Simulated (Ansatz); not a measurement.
The starting structures come from a database of crystals and need not be the phases stable at ambient conditions.

 Where the default PAW files enter, the runs use the earlier of Ansatz's two default sets.

## Evanescent states of ZnCl2 (P4_2/nmc, not sure to be the ambient phase, 6 atoms a cell, 24.3 Å³ an atom) along the normal of (100)

Computed with PBEsol (plane waves, PAW; Ansatz, a first-principles code).

No gap correction and no spin-orbit coupling; mid-gap values are interpolated between computed energies.

Energies count from the valence-band top; κ is the least over a 8×4 mesh across the current.

```csv
E (eV),κ (1/Å),where
0.09,0.101,Γ
0.27,0.166,Γ
0.45,0.204,Γ
0.63,0.231,Γ
0.81,0.249,Γ
0.99,0.263,Γ
1.17,0.272,Γ
1.35,0.279,Γ
1.53,0.282,Γ
1.71,0.283,Γ
1.89,0.282,Γ
2.07,0.279,Γ
2.25,0.273,Γ
2.43,0.265,Γ
2.61,0.254,Γ
2.79,0.239,Γ
2.97,0.221,Γ
3.15,0.197,Γ
3.33,0.164,Γ
3.51,0.115,Γ
```

How thick must the barrier be to attenuate the transmission by 10^4 when the electrodes' Fermi level lies at 1.17 eV, and what attenuation does that film give at 0.09 eV?

d = 4 ln 10 / (2 × 0.272) = 16.9 Å. At 0.09 eV it gives 4 × 0.101/0.272 = 1.5 decades.
